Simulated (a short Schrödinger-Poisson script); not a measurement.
Structure: MOS inversion layer, Al2O3 on p-type Si(111), at 300 K.

From the gate side: 5.7 nm Al2O3; 360 nm Si, acceptors 1.4e18 cm⁻³.

Constants are typed, rounded textbook-type inputs, not results; the design itself was drawn at random and stands for no fabricated device. Al2O3: permittivity 9, conduction-band edge (eV) 2.7, gap (eV) 6.8, electron mass (mₑ) 0.3. Si: permittivity 11.7, conduction-band edge (eV) 0, gap (eV) 1.124, Nv at 300 K (cm⁻³) 3.1e19.

Channel valleys (confinement mass, in-plane density-of-states mass, number): Δ6 0.258, 0.358, 6. At the gate the conduction-band edge of layer 1 lies 2.99 eV − eVg above the Fermi level of the channel; the field vanishes at the back. Gaps are held at their typed values at every temperature. Mesh 0.03 nm at interfaces.

Solved with a short Schrödinger-Poisson script written for these runs: 1D Poisson equation in equilibrium, electrons quantum, Hartree (BenDaniel-Duke, 12 states a valley, the channel's in-plane mass for all, wave functions free to enter the dielectric), parabolic valleys, classical holes, full ionisation, no traps, pinning or gate leakage.

```tsv
Vg (V)	electrons (cm⁻²)	C (μF/cm²)	Δ6 E0 (meV from the Fermi level)
0.7	1.90e9	0.286	243.4
0.8	3.14e10	0.372	170.9
0.9	2.52e11	0.726	116.9
1	7.35e11	0.956	88.9
1.1	1.34e12	1.05	73.0
1.2	2.00e12	1.10	62.3
1.3	2.69e12	1.13	54.3
1.4	3.40e12	1.15	47.8
1.5	4.12e12	1.16	42.4
1.6	4.85e12	1.18	37.8
1.7	5.58e12	1.19	33.7
1.8	6.33e12	1.19	30.0
1.9	7.08e12	1.20	26.7
2	7.83e12	1.21	23.6
2.1	8.59e12	1.21	20.8
2.2	9.35e12	1.22	18.2
```

Gate voltages with under 1e9 electrons/cm² are left out.

Q: At Vg = 2.2 V the lowest Δ6 subband lies at 18.2 meV from the Fermi level. How many electrons does it hold, and what share of all?

A: The two-dimensional density of states is g m/(πħ²) = 8.97e11 cm⁻² meV⁻¹ (both spins), kT = 25.9 meV, so n = D kT ln(1 + exp(−E/kT)) = 9.34e12 cm⁻², 1.00 of the 9.35e12 cm⁻² in all.

Q: Compare the slope of the sheet density between 2 and 2.2 V with the geometric capacitance of the layers between gate and channel.

A: q Δn/ΔV = 1.22 μF/cm²; ε0/Σ(t/ε) = 1.40 μF/cm². The ratio is 0.87: the channel acts as a further capacitance in series.
